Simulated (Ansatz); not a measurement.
# HgSe (model structure, started from the WC type, P-6m2, No. 187, 2 atoms in the cell)

Computed with PBE-D3(BJ) in Ansatz (plane waves, PAW).

Run with plane-wave cutoff 500 eV, 12×12×12 k mesh, Fermi–Dirac smearing 0.05 eV, scalar-relativistic PAW data made under PBE.

Cell (relaxed at this level):

```xyz
2
Lattice="3.9000 0.0000 0.0000 -1.9500 3.3775 0.0000 0.0000 0.0000 3.6316" Properties=species:S:1:pos:R:3 pbc="T T T"
Hg     0.0000     0.0000     0.0000
Se     1.9500     1.1258     1.8158
```

| Property | Result |
|---|---|
| band gap | none |

Note: the relaxation could raise the start's symmetry but not lower it, so the cell can be a saddle point.

Spin–orbit coupling is not included; it can shift volumes and moduli of such heavy elements.

It cost about 90 core-seconds (a rough figure) of CPU time.

A model structure was made by putting elements into a prototype or built by hand; it is no filed structure, need not be a known phase, and can be a saddle point held by its symmetry.

Ansatz is an electronic-structure program.
